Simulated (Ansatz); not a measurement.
Consider the energy of one form of Y over another. The value is E(A) − E(B), in meV per atom.

A: Y (P6₃/mmc), 4 atoms in the cell, k-point mesh 24×24×6 on the run's own vectors.
```
Y
1.0
    3.60614     0.00000     0.00000
   -1.80307     3.12301     0.00000
    0.00000     0.00000    11.58571
Y
4
Direct
  0.00000   0.00000   0.00000
  0.00000   0.00000   0.50000
  0.33333   0.66667   0.25000
  0.66667   0.33333   0.75000
```

B: Y (hcp, P6₃/mmc), 2 atoms in the cell, k-point mesh 24×24×10 on the run's own vectors.
```
Y
1.0
    3.65237     0.00000     0.00000
   -1.82618     3.16304     0.00000
    0.00000     0.00000     5.70006
Y
2
Direct
  0.33333   0.66667   0.25000
  0.66667   0.33333   0.75000
```

Plane-wave PAW calculations with Ansatz (a first-principles code), its PAW set soft_1, cutoff 420 eV, 500 eV for r2SCAN. The structures are at rest with PBE; other levels are single points on them. Neutral cells; Fermi-Dirac smearing of at most 0.10 eV in the solids, energies taken to zero width. The lattices are those relaxed with PBE, so at other levels the solids can be strained, which adds to the spread. A dispersion term (D3(BJ), or D4 for r2SCAN) was computed beside these levels and is taken off wherever the name lacks it. No zero-point or thermal terms.

Q: Give the value at the level r2SCAN.

A: 22 meV/atom for A less B, so Y (hcp, P6₃/mmc) (B) lies lower.

Q: How does the value move with the functional?

A: 
```json
[
 {"Level": "PBE", "value (meV/atom)": "10", "less r2SCAN": "-12"}
]
```

The levels span 12 meV/atom, from PBE (10) to r2SCAN (22).
